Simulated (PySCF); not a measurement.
PySCF 2.14.0, TPSSH/def2-svp, df: C[NH+](C)C, charge +1, multiplicity 1, 14 atoms. The geometry is a generated start, not checked to be a minimum at this level.

```yaml
task: energy
method: tpssh
basis: def2-svp
two_electron_scheme: density fitting
mol.max_memory: 3000 MB
mf.max_cycle: 100
mf.conv_tol: 1e-09 (default)
mf.grids.level: 3 (default)
basis_functions: 106
grid_points: 154336
```

```xyz
14

C     -0.0282     1.3240    -0.4685
N      0.0251     0.1133     0.3715
C      1.2205    -0.6935     0.0629
C     -1.2045    -0.6844     0.2294
H      0.8731     1.9196    -0.3353
H     -0.1074     1.0397    -1.5169
H     -0.8914     1.9325    -0.2052
H      0.0967     0.4148     1.3509
H      2.1250    -0.1068     0.2137
H      1.1845    -1.0203    -0.9756
H      1.2632    -1.5718     0.7044
H     -1.1725    -1.5560     0.8807
H     -2.0782    -0.0883     0.4891
H     -1.3058    -1.0228    -0.8012
```

Charge 1 and multiplicity 1 are set for this test and not shown to be the ground state.

With the defaults (mf.diis = true, mf.init_guess = minao, mf.level_shift = 0, mf.DIIS = CDIIS, mf.damp = 0, mf.diis_start_cycle = 1, mf.diis_space = 8) it converges in 11 Fock builds. One run each on 2 threads, 1 BLAS thread, with these changes:
- mf.diis_space = 12
- mf.init_guess = atom
- mf.DIIS = ADIIS
- mf.damp = 0.7, mf.diis_start_cycle = 8
- mf.DIIS = EDIIS
- mf.diis = false
- mf.diis_space = 3
- mf.damp = 0.3, mf.diis_start_cycle = 4
- mf.level_shift = 0.1 Hartree

Problem. Which of these changes keep the SCF from converging, or lead it to another solution?

Solution. No convergence: mf.diis = false (the run ends without SCF convergence in 100 cycles). The rest reach the solution of the defaults.

```json
[
 {"setting": "the defaults", "Fock builds": "11", "end": "same solution"},
 {"setting": "mf.init_guess = atom", "Fock builds": "11", "end": "same solution"},
 {"setting": "mf.level_shift = 0.1 Hartree", "Fock builds": "11", "end": "same solution"},
 {"setting": "mf.diis_space = 12", "Fock builds": "11", "end": "same solution"},
 {"setting": "mf.damp = 0.3, mf.diis_start_cycle = 4", "Fock builds": "12", "end": "same solution"},
 {"setting": "mf.diis_space = 3", "Fock builds": "13", "end": "same solution"},
 {"setting": "mf.DIIS = ADIIS", "Fock builds": "14", "end": "same solution"},
 {"setting": "mf.damp = 0.7, mf.diis_start_cycle = 8", "Fock builds": "15", "end": "same solution"},
 {"setting": "mf.DIIS = EDIIS", "Fock builds": "83", "end": "same solution"},
 {"setting": "mf.diis = false", "Fock builds": "101", "end": "no convergence"}
]
```
